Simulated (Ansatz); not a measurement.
Results of LDA+SOC in Ansatz (PAW) for cubic perovskite CsSnI3 (cubic high-temperature phase).

Numerical settings: plane-wave cutoff 520 eV, 6×6×6 k mesh, Fermi–Dirac smearing 0.01 eV, PAW data made under PBE.

The cell has the measured lattice: a = b = c = 6.219 Å, α = β = γ = 90.00°.

### Question
Give the computed band gap and direct gap at Γ.

### Answer

* **band gap**: 0.08 eV (direct)
* **direct gap at Γ**: 3.69 eV

Note: held by symmetry at 0 K, a high-temperature phase can be a saddle point; cell and atoms aren't relaxed at this level (pressure -1.5 GPa).

Computed values are for the static lattice.

The result took very roughly 11 core-minutes.

Ansatz is a first-principles code.
